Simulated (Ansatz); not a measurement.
## Ti (Fm-3m, No. 225; start COD 1534878; another form than the element's usual one): bulk modulus by level of theory

No measured value is used here.

| level (code) | value (GPa) | cell (Å³/atom) |
|---|---|---|
| LDA (Ansatz) | 122 | 16.02 |
| PBEsol (Ansatz) | 115 | 16.68 |
| r²SCAN (Ansatz) | … | 17.37 |

Q: Some entries are withheld; supply them.

A: 
- r²SCAN (Ansatz, an electronic-structure program), value (GPa): 112

LDA, PBEsol, r²SCAN: the bulk modulus is −V dP/dV from two relaxed cells at ±2 % in volume. LDA, PBEsol, r²SCAN: the relaxation could not lower the start's symmetry, so the cell can be a saddle point above a distorted one. Each level is taken at its own relaxed cell. Cutoffs differ between the levels. Ansatz's density-functional and Hartree–Fock values are scalar-relativistic unless marked +SOC, with PAW data made under PBE.
